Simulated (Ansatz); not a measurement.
Start from PbI2 in the CdI2 type structure (space group P-3m1, No. 164; a = 4.439 Å, c = 6.741 Å; layered). Axes: x lies along a and z along c of the hexagonal cell.

Computed with PBEsol-D3(BJ), PAW, 420 eV (Ansatz, a program for electronic structure; no spin-orbit coupling).

For the base:

- Hole mass: 0.44 mₑ along k, 0.40 mₑ across (at A)
- Electron mass: 0.78 mₑ along k, 0.21 mₑ across (at A)

The change: uniaxial stress, 1 GPa compression along z; all other stress components relax to zero.

Predict the new valley order.

The valley order (the lowest conduction-band minima on the path, energy above the VBM, named in the base's zone) amounts to A (0, 0, 1/2) 1.82 eV; M (1/2, 0, 0) 2.53 eV; L (1/2, 0, 1/2) 3.03 eV.

Predict the new hole mass.

The hole mass goes from 0.44 mₑ along k, 0.40 mₑ across (at A) to 0.61 mₑ along k, 0.31 mₑ across (at A).

How does this affect the energy relative to the base?

The energy goes up by 6.6 meV/atom.

Predict the new electron mass.

The electron mass becomes 0.87 mₑ along k, 0.21 mₑ across (at A) (base: 0.78 mₑ along k, 0.21 mₑ across (at A)).

Spin-orbit coupling, missing from the scalar runs, can matter with I and Pb. The levels and masses belong to the bands next to the band gap. Load acts through the strain it causes; cell and atoms are relaxed under it. Masses are band curvatures over ±0.01 Å⁻¹ around the edge. Along k means along the line from Γ to the band edge. Beyond what the load breaks, stability against distortions was not tested.
